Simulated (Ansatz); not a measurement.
**PbSe: response to strain**

Start from PbSe in the rock salt structure (space group Fm-3m, No. 225; a = 6.102 Å).

Strains are applied to the cell and any free atomic positions relax.

Level of theory: Ansatz (a program for electronic structure), PBEsol, PAW, cutoff 420 eV, without spin-orbit coupling.

Candidates:
(a) isotropic strain +1.50 %
(b) isotropic strain +2.50 %
(c) isotropic strain +2.00 %
(d) isotropic strain −1.00 %
(e) isotropic strain −1.50 %

Notes on the quantities. energy relative to the base: free energy F.

Question: Order them by energy relative to the base, highest first.

Answer: (b) isotropic strain +2.50 % (+25 meV/atom), (c) isotropic strain +2.00 % (+16 meV/atom), (e) isotropic strain −1.50 % (+10 meV/atom), (a) isotropic strain +1.50 % (+9.1 meV/atom), (d) isotropic strain −1.00 % (+4.4 meV/atom)

Whether these cells are dynamically stable was not tested. All final runs are without spin polarisation.
